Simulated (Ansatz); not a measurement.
The parent structure is TiB$_{2}$ (space group P6/mmm, No. 191; a = 3.017 Å, c = 3.185 Å).

Now apply this change: every Ti is replaced by Cr, then cell and atoms are relaxed.

Levels (all Ansatz, an electronic-structure program, PAW): PBEsol (420 eV, spin-orbit coupling left out); r2SCAN (500 eV, scalar-relativistic without spin-orbit coupling).

The geometry is relaxed with PBEsol.

- PBEsol largest site moment = 0.57 μB
- PBEsol pressure = 0.0 GPa
- PBEsol magnetic state = ferromagnetic

Task: How does going to r2SCAN change the largest site moment, pressure and magnetic state?

Result: The largest site moment increases by 1.26 μB, from 0.57 μB to 1.83 μB; the pressure goes from zero to 15.0 GPa; the magnetic state is still ferromagnetic.

The magnetic state is the one reached from the starting moments; the real material's order can differ, and small cells can't hold many antiferromagnetic ones. Single points use the geometry relaxed with PBEsol. Their cutoffs differ, which shifts pressures a little. Whether these cells are dynamically stable was not tested. Seeded moments were not kept for Ti → Cr. Spin-polarised in the final run: PBEsol CrB2 and r2SCAN CrB2; the other runs are not.
